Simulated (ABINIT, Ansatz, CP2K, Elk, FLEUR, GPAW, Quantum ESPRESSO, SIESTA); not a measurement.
**ScIr3 (Pm-3m, 4 atoms in the cell) computed with different codes at matched settings**

Self-consistent single point, at a second geometry (lattice scaled by 0.98). First geometry:

```yaml
crystal:
  lattice:
    - [3.84833, 0.00000, 0.00000]
    - [0.00000, 3.84833, 0.00000]
    - [0.00000, 0.00000, 3.84833]
  atoms:
    - { symbol: Sc, position: [0.00000, 0.00000, 0.00000] }
    - { symbol: Ir, position: [0.00000, 0.50000, 0.50000] }
    - { symbol: Ir, position: [0.50000, 0.00000, 0.50000] }
    - { symbol: Ir, position: [0.50000, 0.50000, 0.00000] }
```

Shared settings, as Ansatz (a program for electronic structure) writes them: kpoints.mp_grid.grid = 6 6 6; scf.occupations.method = fermi_dirac; scf.occupations.width = 0.136 eV. Potentials and cutoffs stand in the table.

```
code                                                                                                                                 model  ΔF from the first geometry (meV/atom)  pressure (GPa)           cutoff
----------------  ------------------------------------------------------------------------------------------------------------------------  -------------------------------------  --------------  ---------------
Elk                                                           LDA (PW92), all-electron FP-LAPW, Elk's shipped species files, LAPW+lo basis                                   79.6               –         rgkmax 8
Quantum ESPRESSO                                                                       LDA (PZ), GBRV 1.5 ultrasoft (LDA) pseudopotentials                                   84.5           27.28            50 Ry
CP2K                                                  LDA (Pade form), GPW, DZVP-MOLOPT-SR-GTH basis, GTH-PADE potentials (GTH_POTENTIALS)                                    5.4           12.36      grid 600 Ry
SIESTA            LDA PW92, numerical atomic orbitals DZP, PseudoDojo LDA standard norm-conserving potentials (rewritten from UPF to PSML)                                   70.2           26.11      grid 300 Ry
ABINIT                                                     LDA (PW92), norm-conserving pseudopotentials (PseudoDojo nc-sr-04 LDA standard)                                   80.1           26.74          1061 eV
GPAW                                                                         LDA (Perdew-Wang 92), GPAW PAW datasets LDA (gpaw-data 1.0.1)                                   75.2           25.68           850 eV
Ansatz                                                                                                 LDA (PW92), PAW files made with PBE                                   82.7           27.27           420 eV
FLEUR                                                         LDA (Perdew-Zunger), all-electron FLAPW (FLEUR), scalar-relativistic valence                                   90.5               –  Kmax 4.2 1/bohr
```

For Quantum ESPRESSO (by 0.4 GPa) the energy change implies a higher mean pressure, against the two pressures, than for the other programs: a sign of finite-basis (Pulay) stress.

A dash marks a value that a program does not give, or that is left out as unsure.

On Ansatz's run: spin-orbit coupling is off. Spin polarisation is off.

The spread over the programs that give each value: ΔF from the first geometry within 85.1 meV/atom; pressure within 14.92 GPa.

CP2K and SIESTA use small atom-centred bases, whose incompleteness enters pressures, forces and empty levels differently from a plane-wave cutoff. Elk and FLEUR treat all electrons, but the usual bases taken here (sphere radii, linearisation, local orbitals, empty states) were not tested for convergence, so the values are no reference for the others. Ansatz's pressure is given at a fixed set of plane waves, as the other plane-wave codes print theirs; with its correction for the finite basis it is 27.31 GPa. The same LDA comes in different parametrisations, which differ slightly. In the pressure, CP2K (by 14.64) and GPAW (by 1.33) lie more than 1 GPa from the median of the plane-wave programs.

The starting cell comes from a database of computed structures (which also holds hypothetical and non-ambient phases and stackings), without a prior relaxation at this level. Its lattice was rescaled by a random factor within 2.5 % of one. For this run, on top of that: lattice scaled by 0.98.

Keys are those of Ansatz 0.2.
